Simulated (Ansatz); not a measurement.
## Rh2O3 (Pbcn, No. 60; cell taken from a computed entry)

Level of theory: r²SCAN-D4 (plane waves, PAW; Ansatz, a program for electronic structure).

Settings: plane-wave cutoff 500 eV, 6×8×8 k mesh (along the axes of the cell as run), gaussian smearing 0.02 eV, no spin polarisation, scalar-relativistic PAW data made under PBE.

Cell (relaxed at this level):

```cif
data_O12Rh8
_chemical_formula_sum 'Rh8 O12'
_space_group_name_H-M_alt 'P 1'
_space_group_IT_number 1
_cell_length_a 7.24271
_cell_length_b 5.17005
_cell_length_c 5.37550
_cell_angle_alpha 90.000
_cell_angle_beta 90.000
_cell_angle_gamma 90.000
loop_
_space_group_symop_operation_xyz
  'x, y, z'
loop_
_atom_site_label
_atom_site_type_symbol
_atom_site_fract_x
_atom_site_fract_y
_atom_site_fract_z
_atom_site_occupancy
Rh1 Rh 0.10642 0.74970 0.03074 1
Rh2 Rh 0.89358 0.25030 0.96926 1
Rh3 Rh 0.39358 0.75030 0.53074 1
Rh4 Rh 0.60642 0.24970 0.46926 1
Rh5 Rh 0.60642 0.75030 0.96926 1
Rh6 Rh 0.39358 0.24970 0.03074 1
Rh7 Rh 0.89358 0.74970 0.46926 1
Rh8 Rh 0.10642 0.25030 0.53074 1
O1 O 0.00000 0.05099 0.25000 1
O2 O 0.00000 0.94901 0.75000 1
O3 O 0.50000 0.44901 0.75000 1
O4 O 0.50000 0.55099 0.25000 1
O5 O 0.84856 0.60613 0.11303 1
O6 O 0.15144 0.39387 0.88697 1
O7 O 0.65144 0.89387 0.61303 1
O8 O 0.34856 0.10613 0.38697 1
O9 O 0.34856 0.89387 0.88697 1
O10 O 0.65144 0.10613 0.11303 1
O11 O 0.15144 0.60613 0.38697 1
O12 O 0.84856 0.39387 0.61303 1
```

```json
{
  "band_gap": "1.01 eV (on the SCF k mesh)"
}
```

Note: the relaxation could not lower the start's symmetry, so the cell can be a saddle point above a distorted one.

Spin–orbit coupling is not included.

The computed numbers hold no vibrational or temperature effects.

Computing time: very roughly 14 core-minutes.
